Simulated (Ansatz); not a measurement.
## Y₂Ge (model structure, started from the Cu2Sb type, P4/nmm, No. 129, 6 atoms in the cell): properties by level of theory

```tsv
level (code)	lattice parameter a (Å)	c axis length (Å)	enthalpy of formation (eV/atom)
PBE (Ansatz)	4.374	8.096	-0.641
PBEsol (Ansatz)	4.302	8.017	-0.684
PBE-D3(BJ) (Ansatz)	4.310	8.028	-0.691
```

Ansatz's density-functional and Hartree–Fock values are scalar-relativistic unless marked +SOC, with PAW data made under PBE.

The computed numbers hold no vibrational or temperature effects.

A model structure was made by putting elements into a prototype or built by hand; it is no filed structure, need not be a known phase, and can be a saddle point held by its symmetry.

Ansatz is an electronic-structure program.
